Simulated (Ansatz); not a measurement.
# A computed series for InAgTe2: response to strain

Consider InAgTe$_{2}$ in the chalcopyrite structure (space group I-42d, No. 122).

```xyz
8
Lattice="-3.2843 3.2843 6.4997 3.2843 -3.2843 6.4997 3.2843 3.2843 -6.4997" Properties=species:S:1:pos:R:3 pbc="T T T"
In     0.0000     0.0000     6.4997
In     3.2843     0.0000     3.2499
Te     1.6055     1.6422     1.6249
Te    -1.6422     1.6789     4.8748
Te     1.6789     1.6422     8.1246
Te     4.9265     1.6055    -1.6249
Ag     0.0000     0.0000     0.0000
Ag     0.0000     3.2843     3.2499
```

Strains are applied to the cell and any free atomic positions relax.

Computed with PBE in Ansatz (plane waves to 420 eV, PAW, spin-orbit coupling left out).

Notes on the quantities. pressure: mean of the normal stresses, compression positive.

```
isotropic strain (%)  pressure (GPa)
--------------------  --------------
-3                               4.2
-2.25                            3.0
-1.5                               ?
-0.75                            0.9
0                                0.0
```

Problem. Fit P = P₀ − Bδ + Cδ² with δ = (1 + ε)³ − 1 to the rows shown and predict the withheld row.

Solution. Least squares on the printed values gives P₀ = 0.0 GPa, B = 37.4 GPa (at held cell shape), C = 122 GPa (largest residual 0.0 GPa); this predicts 1.9 GPa, and the run gives 1.9 GPa, in agreement.

Stability against distortions was not tested.

Ansatz is a quantum-chemistry and plane-wave program.
